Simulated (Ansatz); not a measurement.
**ZrTiO₄ (P2₁2₁2, No. 18, 12 atoms in the cell; start mp-1215197)**

The numbers are results of PBEsol+SOC in Ansatz (PAW), not measurements.

Run with plane-wave cutoff 520 eV, 8×8×6 k mesh (along the axes of the cell as run), Fermi–Dirac smearing 0.01 eV, PAW data made under PBE.

Cell (relaxed with PBEsol):

```cif
data_O8Ti2Zr2
_chemical_formula_sum 'Zr2 Ti2 O8'
_space_group_name_H-M_alt 'P 1'
_space_group_IT_number 1
_cell_length_a 4.72591
_cell_length_b 5.07533
_cell_length_c 5.62703
_cell_angle_alpha 90.000
_cell_angle_beta 90.000
_cell_angle_gamma 90.000
loop_
_space_group_symop_operation_xyz
  'x, y, z'
loop_
_atom_site_label
_atom_site_type_symbol
_atom_site_fract_x
_atom_site_fract_y
_atom_site_fract_z
_atom_site_occupancy
Zr1 Zr 0.00000 0.50000 0.42241 1
Zr2 Zr 0.50000 0.00000 0.57759 1
Ti1 Ti 0.00000 0.00000 0.06958 1
Ti2 Ti 0.50000 0.50000 0.93042 1
O1 O 0.73692 0.17717 0.87516 1
O2 O 0.26308 0.82283 0.87516 1
O3 O 0.23692 0.32283 0.12484 1
O4 O 0.76308 0.67717 0.12484 1
O5 O 0.28275 0.33959 0.64945 1
O6 O 0.71725 0.66041 0.64945 1
O7 O 0.78275 0.16041 0.35055 1
O8 O 0.21725 0.83959 0.35055 1
```

```yaml
band_gap: 2.78 eV (direct)
```

A start named mp-… is a Materials Project structure, which need not be a measured phase.

Ansatz is a quantum-chemistry and plane-wave program.
